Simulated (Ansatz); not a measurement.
Base system: Te (space group P3_121, No. 152; a = 4.624 Å, c = 5.903 Å; made of chains). Axes: x lies along a and z along c of the hexagonal cell.

Level of theory: Ansatz (a first-principles code) r2SCAN, no spin-orbit coupling.

Before the change:

- Electron mass: 0.089 mₑ along c, 0.11 mₑ across (at H)

Modification: biaxial strain +3.71 %, plane normal [001], relaxed out of plane (Cartesian); in-plane vectors clamped, the third vector and the atoms free.

Task: What happens to the electron mass?

Result: The electron mass goes from 0.089 mₑ along c, 0.11 mₑ across (at H) to 0.11 mₑ out of plane, 0.19 mₑ in plane (at H).

Task: Predict the new in-plane stress.

Result: The mean in-plane stress (compression positive) comes out as -0.5 GPa.

Spin-orbit coupling, missing from the scalar runs, can matter with Te. The levels and masses belong to the bands next to the band gap. Masses are band curvatures over ±0.01 Å⁻¹ around the edge. Whether these cells are dynamically stable was not tested. No dispersion term is included, though the crystal is made of layers, chains or molecules, so its spacings can come out too wide.
